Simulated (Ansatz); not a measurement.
Structures of equal composition on the (111)B surface of 3C silicon carbide (C plane on top): (√3x√3)R30° Sn adatom at H3; (√3x√3)R30° Sn adatom at T4. The slabs share one bottom face, and each structure is named by its start. These are constructed structures in small cells; real faces may alloy, dewet or reconstruct in larger ones, and not all known structures of the face are among them. Slabs of about 11 Å with all that they carry, Fermi-Dirac smearing of 0.025 eV. Bottom of the slabs: H caps. Relaxed from the named starts with such symmetry as they have, on meshes of like density; energies extrapolated to zero smearing; no spin-orbit coupling, no U. Spin-polarised runs, if any, are marked in brackets, and their order is one that fits the cell; the others ran without spin. Where a second, spin-polarised start was run, the lower counts.

Host crystal: 3C silicon carbide, with a band gap (PBE, scalar-relativistic without spin-orbit coupling).

Computed with PBE (plane waves to 420 eV, PAW; Ansatz, a quantum-chemistry and plane-wave program).

Order them by energy per 1x1 cell (lowest first) at the level PBE.

(√3x√3)R30° Sn adatom at H3 (0.000 eV [spin, 1.0 μB a cell], a narrow gap of 0.16 eV by band count), (√3x√3)R30° Sn adatom at T4 (0.037 eV [spin, 1.0 μB a cell], a narrow gap of 0.09 eV by band count)
